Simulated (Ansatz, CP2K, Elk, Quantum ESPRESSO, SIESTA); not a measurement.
One structure in several programs: Te₂Mo (P1, 3 atoms in the cell)

Self-consistent single point, at a second geometry (atoms moved at random). First geometry:

```
Te2Mo
1.0
    3.51715     0.00000     0.00000
   -1.75858     3.04594     0.00000
    0.00000     0.00000    17.31202
Te Mo
2 1
Direct
  0.33333   0.66667   0.89786
  0.33333   0.66667   0.10214
  0.00000   0.00000   0.00000
```

Second geometry:
```
CELL_PARAMETERS angstrom
      3.51715     0.00000     0.00000
     -1.75858     3.04594     0.00000
      0.00000     0.00000    17.31202
ATOMIC_POSITIONS crystal
  Te 0.32720 0.66357 0.89952
  Te 0.34666 0.67319 0.09727
  Mo 0.99281 0.99658 0.00321
```

Shared settings, as Ansatz (a quantum-chemistry and plane-wave program) writes them: kpoints.mp_grid.grid = 6 6 1; scf.occupations.method = fixed. Potentials and cutoffs stand in the table.

```json
[
 {"code": "SIESTA", "model": "LDA PW92, numerical atomic orbitals DZP, PseudoDojo LDA standard norm-conserving potentials (rewritten from UPF to PSML)", "ΔF from the first geometry (meV/atom)": "79.9", "pressure (GPa)": "2.20", "largest force (eV/Å)": "3.011", "gap on the mesh (eV)": "1.015", "cutoff": "grid 300 Ry"},
 {"code": "CP2K", "model": "LDA (Pade form), GPW, DZVP-MOLOPT-SR-GTH basis, GTH-PADE potentials (GTH_POTENTIALS)", "ΔF from the first geometry (meV/atom)": "68.8", "pressure (GPa)": "2.36", "largest force (eV/Å)": "2.668", "gap on the mesh (eV)": "1.047", "cutoff": "grid 500 Ry"},
 {"code": "Elk", "model": "LDA (PW92), all-electron FP-LAPW, Elk's shipped species files, default APW+lo basis", "ΔF from the first geometry (meV/atom)": "–", "pressure (GPa)": "–", "largest force (eV/Å)": "–", "gap on the mesh (eV)": "1.042", "cutoff": "rgkmax 7"},
 {"code": "Ansatz", "model": "LDA (PW92), PAW files made with PBE", "ΔF from the first geometry (meV/atom)": "58.3", "pressure (GPa)": "1.36", "largest force (eV/Å)": "2.368", "gap on the mesh (eV)": "1.033", "cutoff": "30.9 Ry"},
 {"code": "Quantum ESPRESSO", "model": "LDA (PW92), PseudoDojo standard norm-conserving (LDA) pseudopotentials", "ΔF from the first geometry (meV/atom)": "58.3", "pressure (GPa)": "1.37", "largest force (eV/Å)": "2.366", "gap on the mesh (eV)": "1.032", "cutoff": "85 Ry"}
]
```

Size of the force on each atom (eV/Å): Sizes of forces hide their directions.

| code | Te1 | Te2 | Mo3 |
|---|---|---|---|
| SIESTA | 0.450 | 3.011 | 2.585 |
| CP2K | 0.280 | 2.668 | 2.413 |
| Ansatz | 0.046 | 2.368 | 2.359 |
| Quantum ESPRESSO | 0.047 | 2.366 | 2.356 |

A dash marks a value that a program does not give, or that is left out as unsure.

Gaps are read on the mesh.

On Ansatz's run: spin-orbit coupling is off.

The spread over the programs that give each value: ΔF from the first geometry within 21.6 meV/atom; pressure within 1.00 GPa; largest force within 0.645 eV/Å; gap on the mesh within 0.032 eV.

SIESTA and CP2K use small atom-centred bases, whose incompleteness enters pressures, forces and empty levels differently from a plane-wave cutoff. Elk treats all electrons, but the usual bases taken here (sphere radii, linearisation, local orbitals, empty states) were not tested for convergence, so the values are no reference for the others. Ansatz's pressure is given at a fixed set of plane waves, as the other plane-wave codes print theirs. In the force vectors, SIESTA (by 0.654) and CP2K (by 0.305) lie more than 0.08 eV/Å from the median of the plane-wave programs.

The starting cell comes from a database of computed structures (which also holds hypothetical and non-ambient phases and stackings), without a prior relaxation at this level. Its lattice was rescaled by a random factor within 2.5 % of one. For this run, on top of that: atoms moved at random.

Left out of this page: GPAW (unsound by tests on forces, stress, charge or solver warnings).

Keys are those of Ansatz 0.2.
